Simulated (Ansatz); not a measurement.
# HfB2: energy against volume

HfB2 (AlB2 type, P6/mmm, 9.731 Å³/atom and stress up to 0.01 GPa in the relaxed cell, c along z) under hydrostatic pressure, with the cell free. PBEsol in Ansatz, a plane-wave DFT program (PAW, default set), 420 eV, 17×17×14 Γ-centred mesh, Fermi-Dirac smearing 0.05 eV; ions are relaxed, or left where forces stay under 0.02 eV/Å, within the symmetry of each cell.

Here V stands for volume and E for E less E0.

```csv
volume (Å³/atom),E less E0 (meV/atom),pressure (GPa)
9.8067,0.48,-1.99
9.7683,0.12,-0.99
9.7310,0.00,0.00
9.6981,0.09,0.89
9.6547,0.49,2.08
9.5698,2.23,4.50
9.4206,8.48,9.00
9.2379,22.10,15.00
8.8440,?,?
```

Taking the third-order Birch-Murnaghan form, a cubic in V^(-2/3) for E over the 8 complete rows: With u = V^(-2/3) - 0.2213, the rows have u = -0.0030347, -0.0024630, -0.0019042, -0.0014083, -0.0007498, 0.0005527, 0.0028890, 0.0058352. Least squares gives E = 1.337 + 1406.0·u + 369720·u² - 154908·u³. Residuals (row less fit): 0.001, 0.001, -0.001, -0.001, -0.001, 0.003, -0.001, 0.001; standard error 0.002 (degrees of freedom: 4). Its minimum lies at u = -0.0018992, so V0 = (0.2194008)^(-3/2) = 9.731. There d²E/du² = 741200 and d³E/du³ = -929400, so B0 = (4/9) × 9.731^(-7/3) × 741200 × 0.160218 = 261 GPa (the last factor turns the table's units into GPa), and B0' = 4 + (2/3) × 0.2194008 × (-929400)/741200 = 3.8. B0' rests on the cubic coefficient alone and has a standard error of 0.1 from these residuals.

Predict the withheld E at V = 8.8440 from the fit, and compare with the calculation.

u = 0.0125303, so E = 1.337 + 1406.0 × 0.0125303 + 369720 × 0.0125303² - 154908 × 0.0125303³ = 76.699 meV/atom. The calculation gives 76.78 meV/atom, 0.081 meV/atom above the prediction (0.1 % of the range of E in the table). The row lies outside the fitted rows, so this is an extrapolation. The scatter of the fitted rows lies at the last printed digit.

In a metal these values are sensitive to mesh and smearing; energies are taken to zero smearing, stresses follow the free energy. Other structures, which can take over under pressure, weren't tried. The same form fitted to the pressure column gives B0' = 3.9; series where the two differ by over 0.4 aren't shown. Rows are the converged runs of the series near zero and its far end, less any whose ions stayed unrelaxed beside relaxed ones; series whose fitted rows scatter by over a few per cent of the range, as at a crossing or softening among them, aren't shown in this form.
